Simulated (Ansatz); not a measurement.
**Effect of uniaxial strain ε_zz = +2.00 % on Hf**

Start from Hf in the hcp (Mg type) structure (space group P6_3/mmc, No. 194; a = 3.204 Å, c = 5.073 Å; relaxed with 0.1 eV smearing). Axes: x lies along a and z along c of the hexagonal cell.

It is then changed as follows: uniaxial strain ε_zz = +2.00 %, all other strain components held at zero, atoms relaxed at fixed cell.

Computed with plane-wave PAW DFT at the PBE level (Ansatz, a first-principles code, 420 eV), no spin-orbit coupling. Γ-centred 21×21×12 mesh, Fermi–Dirac width 0.1 eV.

The volume per atom grows by 0.45 Å³, from 22.55 Å³ to 23.00 Å³ and the space group is still P6_3/mmc (No. 194). The shortest interatomic distance rises by 0.041 Å (3.139 Å → 3.180 Å) and the energy goes up by 5.3 meV/atom. The band gap stays zero and the stress (xx, yy, zz, yz, xz, xy; compression positive) comes out as (-1.3, -1.3, -3.7, 0.0, 0.0, 0.0) GPa.

No phonon test of stability was made. The final runs are not spin-polarised.
